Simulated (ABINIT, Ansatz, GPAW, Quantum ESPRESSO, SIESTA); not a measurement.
**CuAu (P4/mmm, 2 atoms in the cell) computed with different codes at matched settings**

Self-consistent single point.

```
CuAu
1.0
    2.80000     0.00000     0.00000
    0.00000     2.80000     0.00000
    0.00000     0.00000     3.67000
Cu Au
1 1
Cartesian
  0.00000   0.00000   0.00000
  1.40000   1.40000   1.83500
```

All programs got the same cell, k-point mesh and kind of occupations (in Ansatz's words: kpoints.mp_grid.grid = 12 12 10; scf.occupations.method = gaussian; scf.occupations.width = 0.272 eV); potentials, basis and cutoffs are each program's usual ones.

```csv
code,model,pressure (GPa),k-points,cutoff
SIESTA,"GGA PBE, numerical atomic orbitals DZP, PseudoDojo PBE standard norm-conserving potentials (rewritten from UPF to PSML)",5.86,791,grid 350 Ry
Ansatz,"PBE, default PAW files",6.70,168,default
Quantum ESPRESSO,"PBE, PSlibrary PAW (PBE) pseudopotentials",6.69,168,50 Ry
ABINIT,"PBE, PAW (JTH v2.0 PBE PAW)",6.78,168,30 Ha
GPAW,"PBE, GPAW PAW datasets PBE (gpaw-data 1.0.1)",8.67,168,850 eV
```

The spread over the programs that give each value: pressure within 2.81 GPa.

The starting cell has typed, rounded lattice constants, without a prior relaxation at this level. On Ansatz's run: Spin-orbit coupling is off. Spin polarisation is off. In the base run, with a pressure of about 7 GPa the cell is away from its equilibrium volume at this level.

Q: Why do the programs differ, and what cannot be compared?

A: Differences of this kind can come from the potentials, where these differ, and from what each basis and cutoff leave unconverged. The valence holds different numbers of electrons (SIESTA 38, Ansatz (a first-principles code) 38, Quantum ESPRESSO 22, ABINIT 30, GPAW 22). The zero of total energies and Fermi levels follows the potentials and each program's conventions, so they are not compared here. SIESTA uses small atom-centred bases, whose incompleteness enters pressures, forces and empty levels differently from a plane-wave cutoff. Ansatz's pressure is given at a fixed set of plane waves, as the other plane-wave codes print theirs; with its correction for the finite basis it is 6.79 GPa. The programs reduce the same mesh by symmetry to different extents, which changes the work and not the result. In the pressure, GPAW (by 1.93) lies more than 1 GPa from the median of the plane-wave programs.

Left out of this page: Elk and FLEUR (not drawn, or without a comparable value).

Keys are those of Ansatz 0.2.
